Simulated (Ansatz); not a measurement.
The parent structure is Zr in the hcp (Mg type) structure (space group P6_3/mmc, No. 194).

```xyz
2
Lattice="3.2460 0.0000 0.0000 -1.6230 2.8111 0.0000 0.0000 0.0000 5.1507" Properties=species:S:1:pos:R:3 pbc="T T T"
Zr     0.0000     1.8741     3.8630
Zr     1.6230     0.9370     1.2877
```

Cartesian axes are those of the cell as printed.

Calculations: Ansatz (a program for electronic structure) r2SCAN, spin-orbit coupling left out.

Strains are applied to the cell and any free atomic positions relax; under stress the whole cell relaxes.

One change was made to it. Results:

The energy increases by 5.3 meV/atom; the shortest interatomic distance falls by 1.8 pm (318.5 pm → 316.7 pm); the band gap is still zero.

Q: Name the change that was made.
A. uniaxial strain ε_xx = −0.83 %
B. uniaxial strain ε_xx = −0.25 %
C. isotropic strain +5.33 %
D. uniaxial stress, 3 GPa compression along x

A: D, uniaxial stress, 3 GPa compression along x. For comparison, the energy relative to the base in the other runs: uniaxial strain ε_xx = −0.25 % gives +0.1 meV/atom; uniaxial strain ε_xx = −0.83 % gives +0.8 meV/atom; isotropic strain +5.33 % gives +159 meV/atom.

Without a gap, meshes like the base's 16×16×9 leave anisotropic stresses uncertain by several tenths of a GPa, and small strain energies with them. Beyond what the load breaks, stability against distortions was not tested. The final runs are not spin-polarised.
